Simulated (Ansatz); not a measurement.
All values below come from PBE (plane waves to 420 eV, PAW; Ansatz, a first-principles code).

Host crystal: anatase TiO2, with a band gap (PBE, scalar-relativistic without spin-orbit coupling).

Plane-averaged electrostatic potential energy along the normal, in eV from the Fermi level, for Ti on the 1x1 (101) surface of anatase TiO2 (cut with top plane O), one in a 2x1 cell, started at the site 'bridge O-O (span 2.8 Å)':

(z (Å), V (eV)): (5.34, 4.81); (5.64, 4.81); (5.94, 4.81); (6.23, 4.81); (6.53, 4.80); (6.83, 4.80); (7.12, 4.80); (7.42, 4.80); (7.72, 4.79); (8.02, 4.75); (8.31, 4.66); (8.61, 4.40); (8.91, 3.55); (9.20, 1.14); (9.50, -1.47); (9.80, -5.02); (10.09, -8.24); (10.39, -11.35); (10.69, -12.93); (10.98, -11.21); (11.28, -7.43); (11.58, -3.97); (11.88, -1.85); (12.17, -0.10); (12.47, 1.01); (12.77, -0.01); (13.06, -2.26); (13.36, -4.62); (13.66, -7.68); (13.95, -11.68); (14.25, -13.61); (14.55, -11.33); (14.84, -7.02); (15.14, -3.95); (15.44, -1.93); (15.73, -0.29); (16.03, 0.40); (16.33, -0.94); (16.62, -3.39); (16.92, -5.27); (17.22, -7.21); (17.52, -10.68); (17.81, -12.34); (18.11, -11.42); (18.41, -9.30); (18.70, -8.21); (19.00, -6.39); (19.30, -4.09); (19.59, -1.47); (19.89, 0.95); (20.19, 2.16); (20.48, 2.68); (20.78, 2.93); (21.08, 3.05); (21.38, 3.12); (21.67, 3.16); (21.97, 3.18); (22.27, 3.19); (22.56, 3.19); (22.86, 3.19); (23.16, 3.20); (23.45, 3.20)

Set-up: 37 atoms, 9.4 Å thick at the start under the adsorbate (thin: gaps and levels are the slab's own); mesh 3x4x1; 0.01 eV smearing; dipole correction on; 14 atoms held, the rest relaxed; no symmetry held; spin-polarised, ending with about 1.4 μB a cell, a value that depends on the mesh; orders that need a larger cell were not tried, no spin-orbit, no U, no dispersion correction. The slab shows no gap over 0.04 eV on its mesh. At the end it is bonded to 4 O + 5 Ti. In PBE it is, or lies within 0.03 eV of, the lowest of the starts that converged.

Task: The surface cell has an area of 39.58 Å². What dipole along the normal does the step between the two vacuum levels imply?

Result: the top vacuum level lies 1.61 eV below the bottom one; p = −ε₀ A ΔV (ε₀ = 0.005526 e/(V·Å)) gives 0.35 e·Å a cell.
